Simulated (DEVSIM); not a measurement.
System: abrupt GaAs p-n junction, at 300 K.

| layer (left to right) | material | thickness (μm) | Nd (cm⁻³) | Na (cm⁻³) | τn (s) | τp (s) |
|---|---|---|---|---|---|---|
| 1 | GaAs | 37.0 | - | 6.6e15 | 3.6e-10 | 1.2e-8 |
| 2 | GaAs | 1.00 | 1.1e17 | - | 1.2e-8 | 1.2e-8 |

Left contact: ohmic. Right contact: ohmic. Voltage is applied to the left contact. Recombination: SRH at mid-gap. Mobility is constant in doping.

This is a model device: material constants are rounded textbook-type values typed into the input, and sizes, dopings and lifetimes were drawn at random. Values at 300 K.

| parameter | GaAs |
|---|---|
| gap (eV) | 1.424 |
| affinity (eV) | 4.07 |
| permittivity | 12.9 |
| Nc (cm⁻³) | 4.7e17 |
| Nv (cm⁻³) | 9e18 |
| μn (cm²/Vs) | 8500 |
| μp (cm²/Vs) | 400 |

DEVSIM, 1D drift-diffusion, Boltzmann statistics, complete ionisation; no tunnelling, impact ionisation, image-force lowering or self-heating.

Give the dark forward current.


(V (V), J (A/cm²)): (0.05, 3.3e-10); (0.20, 1.2e-8); (0.35, 2.5e-7); (0.50, 5.4e-6); (0.60, 4.3e-5); (0.75, 0.0014); (0.90, 0.15); (1.05, 6.2); (1.20, 21); (1.35, 40); (1.45, 54); (1.60, 78); (1.75, 110); (1.90, 150)
